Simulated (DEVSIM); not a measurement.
System: TaN/Al2O3/p-Ge capacitor, at 300 K.

```tsv
layer (left to right)	material	thickness (nm)	Na (cm⁻³)
1	Al2O3	2.60	-
2	Ge	15000	1.5e15
```

Metal gate on the left, work function 4.4 eV. Fixed charge at the semiconductor interface 1.3e11 cm⁻² (in units of +e); no interface traps.

This is a model device: material constants are rounded textbook-type values typed into the input, and sizes, dopings and lifetimes were drawn at random. Values at 300 K.

```csv
parameter,Al2O3,Ge
gap (eV),6.8,0.664
affinity (eV),1.35,4
permittivity,9,16
Nc (cm⁻³),-,1.04e19
Nv (cm⁻³),-,6e18
```

Simulated with DEVSIM: 1D Poisson equation in equilibrium, Boltzmann statistics, complete ionisation; no quantum confinement or tunnelling. Metal contacts follow the ideal Schottky-Mott rule: no Fermi-level pinning, no interface dipoles.

Task: Tabulate band edges, carrier densities and field at 0.15 V on the gate.

Result: Energies count from the Fermi level of the right contact; mesh points crowd at the junctions.

```json
[
 {"x (μm)": "0.000", "Ec (eV)": "2.900", "Ev (eV)": "-3.900", "n (cm⁻³)": "< 1e2", "p (cm⁻³)": "< 1e2", "field (V/cm)": "-12000"},
 {"x (μm)": "0.001032", "Ec (eV)": "2.899", "Ev (eV)": "-3.901", "n (cm⁻³)": "< 1e2", "p (cm⁻³)": "< 1e2", "field (V/cm)": "-12000"},
 {"x (μm)": "0.002104", "Ec (eV)": "2.897", "Ev (eV)": "-3.902", "n (cm⁻³)": "< 1e2", "p (cm⁻³)": "< 1e2", "field (V/cm)": "-12000"},
 {"x (μm)": "0.003182", "Ec (eV)": "0.247", "Ev (eV)": "-0.417", "n (cm⁻³)": "7.3e14", "p (cm⁻³)": "6.0e11", "field (V/cm)": "8000"},
 {"x (μm)": "0.006957", "Ec (eV)": "0.250", "Ev (eV)": "-0.414", "n (cm⁻³)": "6.5e14", "p (cm⁻³)": "6.8e11", "field (V/cm)": "7900"},
 {"x (μm)": "0.01431", "Ec (eV)": "0.256", "Ev (eV)": "-0.408", "n (cm⁻³)": "5.2e14", "p (cm⁻³)": "8.4e11", "field (V/cm)": "7700"},
 {"x (μm)": "0.03148", "Ec (eV)": "0.269", "Ev (eV)": "-0.395", "n (cm⁻³)": "3.1e14", "p (cm⁻³)": "1.4e12", "field (V/cm)": "7400"},
 {"x (μm)": "0.09656", "Ec (eV)": "0.313", "Ev (eV)": "-0.351", "n (cm⁻³)": "5.7e13", "p (cm⁻³)": "7.6e12", "field (V/cm)": "6200"},
 {"x (μm)": "0.2234", "Ec (eV)": "0.377", "Ev (eV)": "-0.287", "n (cm⁻³)": "4.7e12", "p (cm⁻³)": "9.2e13", "field (V/cm)": "4000"},
 {"x (μm)": "0.5373", "Ec (eV)": "0.441", "Ev (eV)": "-0.223", "n (cm⁻³)": "4.0e11", "p (cm⁻³)": "1.1e15", "field (V/cm)": "650"},
 {"x (μm)": "1.252", "Ec (eV)": "0.450", "Ev (eV)": "-0.214", "n (cm⁻³)": "2.9e11", "p (cm⁻³)": "1.5e15", "field (V/cm)": "≈ 0"},
 {"x (μm)": "3.960", "Ec (eV)": "0.450", "Ev (eV)": "-0.214", "n (cm⁻³)": "2.9e11", "p (cm⁻³)": "1.5e15", "field (V/cm)": "≈ 0"},
 {"x (μm)": "8.883", "Ec (eV)": "0.450", "Ev (eV)": "-0.214", "n (cm⁻³)": "2.9e11", "p (cm⁻³)": "1.5e15", "field (V/cm)": "≈ 0"},
 {"x (μm)": "12.38", "Ec (eV)": "0.450", "Ev (eV)": "-0.214", "n (cm⁻³)": "2.9e11", "p (cm⁻³)": "1.5e15", "field (V/cm)": "≈ 0"},
 {"x (μm)": "14.18", "Ec (eV)": "0.450", "Ev (eV)": "-0.214", "n (cm⁻³)": "2.9e11", "p (cm⁻³)": "1.5e15", "field (V/cm)": "≈ 0"},
 {"x (μm)": "14.65", "Ec (eV)": "0.450", "Ev (eV)": "-0.214", "n (cm⁻³)": "2.9e11", "p (cm⁻³)": "1.5e15", "field (V/cm)": "≈ 0"},
 {"x (μm)": "14.86", "Ec (eV)": "0.450", "Ev (eV)": "-0.214", "n (cm⁻³)": "2.9e11", "p (cm⁻³)": "1.5e15", "field (V/cm)": "≈ 0"},
 {"x (μm)": "14.94", "Ec (eV)": "0.450", "Ev (eV)": "-0.214", "n (cm⁻³)": "2.9e11", "p (cm⁻³)": "1.5e15", "field (V/cm)": "≈ 0"},
 {"x (μm)": "14.98", "Ec (eV)": "0.450", "Ev (eV)": "-0.214", "n (cm⁻³)": "2.9e11", "p (cm⁻³)": "1.5e15", "field (V/cm)": "≈ 0"},
 {"x (μm)": "14.99", "Ec (eV)": "0.450", "Ev (eV)": "-0.214", "n (cm⁻³)": "2.9e11", "p (cm⁻³)": "1.5e15", "field (V/cm)": "≈ 0"},
 {"x (μm)": "15.00", "Ec (eV)": "0.450", "Ev (eV)": "-0.214", "n (cm⁻³)": "2.9e11", "p (cm⁻³)": "1.5e15", "field (V/cm)": "≈ 0"},
 {"x (μm)": "15.00", "Ec (eV)": "0.450", "Ev (eV)": "-0.214", "n (cm⁻³)": "2.9e11", "p (cm⁻³)": "1.5e15", "field (V/cm)": "≈ 0"}
]
```
